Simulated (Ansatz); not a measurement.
Effect of pressure 15 GPa on Rh

Consider Rh in the fcc (Cu type) structure (space group Fm-3m, No. 225; a = 3.8000 Å).

Modification: cell and atoms relaxed at a pressure of 15 GPa.

Method: plane-wave PAW DFT at the r2SCAN level (Ansatz, an electronic-structure program, 500 eV), no SOC. k-mesh 21×21×21 (Γ-centred); smearing 0.05 eV (Fermi–Dirac).

```tsv
quantity	base	changed	shift
volume per atom	13.72 Å³	13.09 Å³	-0.63 Å³
density	12.46 g/cm³	13.06 g/cm³	+0.60 g/cm³
lattice parameter a	3.800 Å	3.741 Å	-0.059 Å
shortest interatomic distance	2.687 Å	2.645 Å	-0.042 Å
enthalpy H = E + PV relative to the base's energy	–	+1.25 eV/atom	–
band gap	zero	zero	–
```

Final structure:

```xyz
1
Lattice="0.0000 1.8704 1.8704 1.8704 0.0000 1.8704 1.8704 1.8704 0.0000" Properties=species:S:1:pos:R:3 pbc="T T T"
Rh     0.0000     0.0000     0.0000
```

Load acts through the strain it causes; cell and atoms are relaxed under it. Stability against distortions was not tested. Competing high-pressure phases were not computed. All final runs are without spin polarisation.
